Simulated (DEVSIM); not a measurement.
System: Schottky contact on n-type Ge, at 250 K.

Layer 1 from the left is Ge, thickness (μm) 1.10, Nd (cm⁻³) 1.7e15, τn (s) 0.00022, τp (s) 0.00022.

Left contact: Schottky, work function 4.39 eV, emission velocity 1.7e6 cm/s. Right contact: ohmic. Voltage is applied to the left contact. Recombination: SRH at mid-gap. Mobility is constant in doping.

This is a model device: material constants are rounded textbook-type values typed into the input, and sizes, dopings and lifetimes were drawn at random. Values at 300 K; Nc and Nv go as T^1.5, mobilities as T to minus their exponent, the gap by Varshni's rule with the affinity fixed.

Ge: gap (eV) 0.664, affinity (eV) 4, permittivity 16, Nc (cm⁻³) 1.04e19, Nv (cm⁻³) 6e18, μn (cm²/Vs) 3900, μp (cm²/Vs) 1900, T exponent of μn 1.66, T exponent of μp 2.33, Varshni α (eV/K) 0.000477, Varshni β (K) 235.

Model (solved in DEVSIM): 1D drift-diffusion, Boltzmann statistics, complete ionisation; no tunnelling, impact ionisation, image-force lowering or self-heating. Metal contacts follow the ideal Schottky-Mott rule: no Fermi-level pinning, no interface dipoles.

Dark forward current:

```
|V| (V)  |J| (A/cm²)
-------  -----------
0.05          0.2594
0.10           2.834
0.15           26.20
0.20           164.3
0.25           521.5
0.30            1033
0.35            1617
0.40            2237
```

### Question
Work out the local ideality factor n = ΔV / (kT/q · ln(J2/J1)) between the rows 0.10 and 0.15 V, 0.35 and 0.40 V.

### Answer
kT/q = 21.54 mV. From 0.10 to 0.15 V: ln(26.20/2.834) = 2.224, n = 1.04, near the 1 of diffusion or emission over a barrier. From 0.35 to 0.40 V: ln(2237/1617) = 0.325, n = 7.15; the layers' resistance at their doping, Σ W/(qμN) = 7.7e-5 Ω cm², would take 47 mV of this step of 50 mV.

### Question
Estimate the current at 0.10 V for emission alone, J0 = q v N_band exp(−φB/kT), and read the barrier back from the simulated current.

### Answer
φB = 0.390 eV, N_band = 7.91e18 cm⁻³, J0 = 0.0295 A/cm²; J = J0 (exp(qV/kT) − 1) = 3.04 A/cm². The simulation gives 2.83 A/cm²; the estimate lies 7.1 % above. Read backwards, the simulated current gives an apparent barrier of 0.391 eV. The estimate leaves out transport through the depletion region and minority injection.
